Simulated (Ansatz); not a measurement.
The starting structures come from a database of crystals and need not be the phases stable at ambient conditions.

 Where the default PAW files enter, the runs use the earlier of Ansatz's two default sets.

# Evanescent states of RbBr (Pm-3m, CsCl type, not sure to be the ambient phase, 2 atoms a cell, 35.1 Å³ an atom) along the normal of (110)

These are r2SCAN (plane waves, PAW; Ansatz, a quantum-chemistry and plane-wave program) values and carry that method's errors.

The gap is the functional's own, uncorrected, and κ follows it; spin-orbit coupling is left out. Mid-gap values are interpolated between the computed energies.

Energies count from the valence-band top; κ is the least over a 8×6 mesh across the current.

| E (eV) | κ (1/Å) | where |
|---|---|---|
| 0.12 | 0.160 | off Γ |
| 0.34 | 0.241 | Γ |
| 0.57 | 0.276 | Γ |
| 0.81 | 0.301 | Γ |
| 1.03 | 0.319 | Γ |
| 1.26 | 0.331 | Γ |
| 1.50 | 0.339 | Γ |
| 1.73 | 0.344 | Γ |
| 1.96 | 0.347 | Γ |
| 2.19 | 0.346 | Γ |
| 2.42 | 0.343 | Γ |
| 2.65 | 0.337 | Γ |
| 2.88 | 0.329 | Γ |
| 3.10 | 0.318 | Γ |
| 3.33 | 0.304 | Γ |
| 3.56 | 0.287 | Γ |
| 3.79 | 0.267 | Γ |
| 4.03 | 0.241 | Γ |
| 4.25 | 0.209 | Γ |
| 4.49 | 0.166 | Γ |
| 4.71 | 0.098 | Γ |

Task: How thick must the barrier be to attenuate the transmission by 10^6 when the electrodes' Fermi level lies at 1.50 eV, and what attenuation does that film give at 2.42 eV?

Result: d = 6 ln 10 / (2 × 0.339) = 20.4 Å. At 2.42 eV it gives 6 × 0.343/0.339 = 6.1 decades.
